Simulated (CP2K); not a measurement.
## CP2K run on CaGe2 (P6_3mc, 6 atoms in the cell): self-consistent single point

Computed with LDA (Pade form), GPW, DZVP-MOLOPT-SR-GTH basis, GTH-PADE potentials (GTH_POTENTIALS) (CP2K).

Input:

```
&GLOBAL
  PROJECT bulk
  RUN_TYPE ENERGY_FORCE
  PRINT_LEVEL MEDIUM
&END GLOBAL
&FORCE_EVAL
  METHOD Quickstep
  STRESS_TENSOR ANALYTICAL
  &DFT
    BASIS_SET_FILE_NAME BASIS_MOLOPT
    POTENTIAL_FILE_NAME GTH_POTENTIALS
    &QS
      METHOD GPW
      EPS_DEFAULT 1E-10
    &END QS
    &MGRID
      CUTOFF 500
      REL_CUTOFF 60
      NGRIDS 5
    &END MGRID
    &SCF
      SCF_GUESS ATOMIC
      EPS_SCF 1E-7
      MAX_SCF 100
      ADDED_MOS 7
      &DIAGONALIZATION
        ALGORITHM STANDARD
      &END DIAGONALIZATION
      &MIXING
        METHOD BROYDEN_MIXING
        ALPHA 0.2
        NBUFFER 10
        BETA 1.5
      &END MIXING
      &SMEAR ON
        METHOD GAUSSIAN
        SIGMA [eV] 0.1
      &END SMEAR
    &END SCF
    &KPOINTS
      SCHEME MONKHORST-PACK 5 5 2
      GAMMA_CENTERED T
    &END KPOINTS
    &XC
      &XC_FUNCTIONAL PADE
      &END XC_FUNCTIONAL
    &END XC
    &PRINT
      &MO
        EIGENVALUES T
        OCCUPATION_NUMBERS T
        NDIGITS 8
        FILENAME mo
        &EACH
          QS_SCF 0
        &END EACH
        ADD_LAST NUMERIC
      &END MO
      &MULLIKEN ON
      &END MULLIKEN
    &END PRINT
  &END DFT
  &SUBSYS
    &CELL
      ABC 3.99262600 3.99262640 10.13237100
      ALPHA_BETA_GAMMA 90.00000000 90.00000000 119.99999673
      PERIODIC XYZ
    &END CELL
    &COORD
      SCALED
      Ca       0.33333300     0.66666700     0.29226000
      Ca       0.66666700     0.33333300     0.79226000
      Ge       0.33333300     0.66666700     0.60454000
      Ge       0.66666700     0.33333300     0.10454000
      Ge       0.00000000     0.00000000     0.00021000
      Ge       0.00000000     0.00000000     0.50021000
    &END COORD
    &KIND Ca
      BASIS_SET DZVP-MOLOPT-SR-GTH-q10
      POTENTIAL GTH-PADE-q10
    &END KIND
    &KIND Ge
      BASIS_SET DZVP-MOLOPT-SR-GTH-q4
      POTENTIAL GTH-PADE-q4
    &END KIND
  &END SUBSYS
  &PRINT
    &FORCES ON
    &END FORCES
    &STRESS_TENSOR ON
    &END STRESS_TENSOR
  &END PRINT
&END FORCE_EVAL
```

Output (repeated stretches shortened):

```
 GLOBAL| Method name                                                        CP2K
 GLOBAL| Project name                                                       bulk
 GLOBAL| Run type                                                   ENERGY_FORCE

 CELL| Volume [angstrom^3]:                                           139.881098
 CELL| Vector a [angstrom]:       3.993     0.000     0.000   |a| =     3.992626
 CELL| Vector b [angstrom]:      -1.996     3.458     0.000   |b| =     3.992626
 CELL| Vector c [angstrom]:       0.000     0.000    10.132   |c| =    10.132371
 CELL| Angle (b,c), alpha [degree]:                                    90.000000
 CELL| Angle (a,c), beta  [degree]:                                    90.000000
 CELL| Angle (a,b), gamma [degree]:                                   119.999997
 CELL| Numerically orthorhombic:                                              NO
 CELL| Periodicity                                                           XYZ

 DFT| Spin restricted Kohn-Sham (RKS) calculation                            RKS
 DFT| Multiplicity                                                             1
 DFT| Number of spin states                                                    1
 DFT| Charge                                                                   0
 DFT| XC density smoothing                                                  NONE
 DFT| XC derivatives                                                          PW

 QS| Method:                                                                 GPW
 QS| Density plane wave grid type                        NON-SPHERICAL FULLSPACE
 QS| Number of grid levels:                                                    5
 QS| Density cutoff [a.u.]:                                                250.0
 QS| Multi grid cutoff [a.u.]: 1) grid level                               250.0
   [... lines left out ...]
 BRILLOUIN| Wavefunction type                                            COMPLEX
 BRILLOUIN| List of Kpoints [2 Pi/Bohr]                                       26
 BRILLOUIN| Number           Weight            X              Y              Z
 BRILLOUIN|     1           0.04000       -0.40000       -0.40000        0.00000
 BRILLOUIN|     2           0.04000       -0.40000       -0.40000        0.50000
 BRILLOUIN|     3           0.04000       -0.40000       -0.20000        0.00000
   [... 23 lines left out ...]
 *******************************************************************************

 Extrapolation method: initial_guess

 Re-scaling the density matrix to get the right number of electrons
                  # Electrons              Trace(P)               Scaling factor
                           36                36.000                        1.000

 Number of electrons:                                                         36
 Number of occupied orbitals:                                                 18
 Number of molecular orbitals:                                                25

 Number of orbital functions:                                                 80
 Number of independent orbital functions:                                     80
 SCF WAVEFUNCTION OPTIMIZATION

  Step     Update method      Time    Convergence         Total energy    Change
     1 NoMix/Diag. 0.20E+00      -     1.82012962       -90.0933789489 -9.01E+01
     2 Broy./Diag. 0.20E+00      -     0.00377741       -89.2521194365  8.41E-01
     3 Broy./Diag. 0.20E+00      -     0.02740960       -89.3087580037 -5.66E-02
     4 Broy./Diag. 0.20E+00      -     0.00120939       -89.4638162960 -1.55E-01
     5 Broy./Diag. 0.20E+00      -     0.00609365       -89.5090921130 -4.53E-02
     6 Broy./Diag. 0.20E+00      -     0.00027197       -89.5153539533 -6.26E-03
     7 Broy./Diag. 0.20E+00      -     0.00080391       -89.5301222195 -1.48E-02
   [... 8 lines left out ...]
    16 Broy./Diag. 0.20E+00      -     0.00000055       -89.5361309450  1.42E-05
    17 Broy./Diag. 0.20E+00      -     0.00000142       -89.5361443634 -1.34E-05
    18 Broy./Diag. 0.20E+00      -     0.00000012       -89.5361431852  1.18E-06
    19 Broy./Diag. 0.20E+00      -     0.00000033       -89.5361412175  1.97E-06
    20 Broy./Diag. 0.20E+00      -     0.00000001       -89.5361405905  6.27E-07
  *** SCF run converged in    20 steps ***

  Electronic density on regular grids:        -35.9999999994        0.0000000006
  Core density on regular grids:               35.9999999936       -0.0000000064
  Total charge density on r-space grids:       -0.0000000058
  Total charge density g-space grids:          -0.0000000058

  Overlap energy of the core charge distribution:               0.00000000699003
  Self energy of the core charge distribution:               -178.09745258430598
  Core Hamiltonian energy:                                     41.43320858368353
  Hartree energy:                                              61.92716517653208
  Exchange-correlation energy:                                -14.79890362766555
  Smearing free energy correction:                             -0.00015814574387
  Fermi energy:                                                 0.21430413613898

  Total energy:                                               -89.53614059051451
  Total energy (extrapolated to sigma->0):                    -89.53606151764257

                     Mulliken Population Analysis

 #  Atom  Element  Kind  Atomic population                           Net charge
       1     Ca       1          9.689276                              0.310724
       2     Ca       1          9.689277                              0.310723
       3     Ge       2          4.221503                             -0.221503
       4     Ge       2          4.221503                             -0.221503
       5     Ge       2          4.089220                             -0.089220
       6     Ge       2          4.089220                             -0.089220
 # Total charge                             36.000000                 -0.000000

 ENERGY| Total FORCE_EVAL ( QS ) energy [hartree]            -89.536140894821784

 FORCES| Atomic forces [hartree/bohr]
 FORCES|   Atom     x               y               z               |f|
 FORCES|      1  1.65078543E-07 -8.89930355E-08 -5.13597990E-04   5.13598024E-04
 FORCES|      2 -1.65078561E-07  8.42766511E-08 -5.13620269E-04   5.13620302E-04
 FORCES|      3  3.72377790E-07 -2.19358301E-07  4.63474071E-04   4.63474273E-04
 FORCES|      4 -3.72377728E-07  2.20601309E-07  4.63455480E-04   4.63455683E-04
 FORCES|      5  2.79369355E-07 -1.61383600E-07  4.76459704E-05   4.76470627E-05
 FORCES|      6 -2.79369389E-07  1.64857046E-07  4.76354822E-05   4.76365867E-05
 FORCES| Sum     1.07445575E-14  6.95907734E-14 -5.00725410E-06
 FORCES| Total atomic force                                       5.00725410E-06

 STRESS| Analytical stress tensor [bar]
 STRESS|                        x                   y                   z
 STRESS|      x       -2.08377854121E+04  -5.51459808168E-02   1.24778914250E-07
 STRESS|      y       -5.51459808168E-02  -2.08379578804E+04  -1.31209382639E-02
 STRESS|      z        1.24778914250E-07  -1.31209382639E-02  -2.72601298161E+04
 STRESS| 1/3 Trace                                            -2.29786243695E+04
```

The run converged in 20 iterations.

The starting cell comes from a database of computed structures (which also holds hypothetical and non-ambient phases and stackings), without a prior relaxation at this level. Its lattice was rescaled by up to half a per cent. Values carry the incompleteness of an atom-centred basis.

Cost on one core of a shared machine: roughly 60 s.
